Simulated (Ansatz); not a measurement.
Take BP in the zinc blende structure (space group F-43m, No. 216; a = 4.5202 Å) as the base. Axes: x, y, z lie along the cube axes.

Computed with Ansatz (a program for electronic structure), PBEsol, PAW, cutoff 420 eV, spin-orbit coupling left out.

For the base:

```
Property                        Result
-----------------------------  -------
Smallest direct gap            3.38 eV
Band gap                       1.11 eV
Shortest interatomic distance  1.957 Å
```

One thing is altered: uniaxial strain ε_zz = +2.50 %, all other strain components held at zero; the atoms relax in the strained cell.

Problem. Predict the new smallest direct gap, band gap and shortest interatomic distance.

Solution. The smallest direct gap shrinks by 0.16 eV to 3.22 eV; the band gap drops by 0.136 eV (1.11 eV → 0.98 eV); the shortest interatomic distance goes up by 0.0164 Å (1.957 Å → 1.974 Å).

Whether these cells are dynamically stable was not tested.
